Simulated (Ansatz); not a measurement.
The starting structures come from a database of crystals and need not be the phases stable at ambient conditions.

Inside the gap of an insulator the Bloch states are evanescent, with a wavenumber k + iκ along the transport direction.

```
CELL_PARAMETERS angstrom
      3.86235     0.00000     0.00000
      1.93118     6.54474     0.00000
      0.00000     2.04267     6.41321
ATOMIC_POSITIONS crystal
  Ta 0.60230 0.79540 0.20720
  Ta 0.39770 0.20460 0.79280
  Ta 0.31148 0.37704 0.19544
  Ta 0.68852 0.62296 0.80456
  N  0.75846 0.48308 0.14754
  N  0.24154 0.51692 0.85246
  N  0.44578 0.10844 0.13722
  N  0.55422 0.89156 0.86278
  O  0.64056 0.71888 0.50625
  O  0.35944 0.28112 0.49375
  O  0.86508 0.26984 0.79014
  O  0.13492 0.73016 0.20986
```

Space group of this cell: C2/m. The cell is taken as given; by r2SCAN its mean pressure is -1.2 GPa.

Transport runs along the normal of the first two printed cell vectors.

No gap correction and no spin-orbit coupling; mid-gap values are interpolated between computed energies.

Task: State the band gap and the smallest decay constant κ at mid-gap according to r2SCAN (Ansatz, an electronic-structure program).

Result: Gap 2.66 eV on a 8×8×6 mesh; κ = 0.294 1/Å, at the zone centre.
